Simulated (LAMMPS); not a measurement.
Molecular dynamics of CdTe (zinc blende), 216 atoms, at 200 K and 0 GPa, heated as the crystal.

Computed with classical MD, pair style bop, file CdZnTe_v2.bop.table; code LAMMPS.

Starting crystal:

```
CdTe
1.0
    6.48000     0.00000     0.00000
    0.00000     6.48000     0.00000
    0.00000     0.00000     6.48000
Cd Te
4 4
Direct
  0.00000   0.00000   0.00000
  0.00000   0.50000   0.50000
  0.50000   0.00000   0.50000
  0.50000   0.50000   0.00000
  0.25000   0.25000   0.75000
  0.25000   0.75000   0.25000
  0.75000   0.25000   0.25000
  0.75000   0.75000   0.75000
```

**Question.** Estimate the mean frequency of the velocity spectrum, the state found, the volume per atom for this model.

**Answer.** mean frequency of the velocity spectrum: 3.7 THz; state found: crystal; no diffusion seen in 15 ps; volume per atom: 34.272 ± 0.003 Å³.
